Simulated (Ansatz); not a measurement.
The starting structures come from a database of crystals and need not be the phases stable at ambient conditions.

By PBEsol, the system below comes out a metal.

Data:

```yaml
crystal:
  lattice:
    - [4.94091, 0.00000, 0.00000]
    - [0.00000, 9.63090, 0.00000]
    - [2.47045, -4.81545, 4.81545]
  atoms:
    - { symbol: Si, position: [0.75000, 0.00000, 0.00000] }
    - { symbol: Si, position: [0.25000, 0.00000, 0.00000] }
    - { symbol: Si, position: [0.16777, 0.50000, 0.66446] }
    - { symbol: Si, position: [0.83223, 0.50000, 0.33554] }
    - { symbol: Si, position: [0.66777, 0.16446, 0.66446] }
    - { symbol: Si, position: [0.33223, 0.83554, 0.33554] }
    - { symbol: W, position: [0.57591, 0.70074, 0.84818] }
    - { symbol: W, position: [0.42409, 0.29926, 0.15182] }
    - { symbol: W, position: [0.27665, 0.14744, 0.44670] }
    - { symbol: W, position: [0.72335, 0.85256, 0.55330] }
    - { symbol: W, position: [0.07591, 0.14744, 0.84818] }
    - { symbol: W, position: [0.92409, 0.85256, 0.15182] }
    - { symbol: W, position: [0.77665, 0.29926, 0.44670] }
    - { symbol: W, position: [0.22335, 0.70074, 0.55330] }
    - { symbol: W, position: [0.25000, 0.50000, 0.00000] }
    - { symbol: W, position: [0.75000, 0.50000, 0.00000] }
```

The cell is taken as given; by PBEsol it stands under a pressure of -2.8 GPa.

The current flows along the normal of the first two printed cell vectors, the (100) plane of the conventional cell. No spin-orbit coupling; the value is a mean over 0.1 eV about the Fermi level.

Estimate the ballistic conductance per area that PBEsol (Ansatz, a program for electronic structure) returns for this system.

0.50 × 10¹⁵ S/m² for both spins.
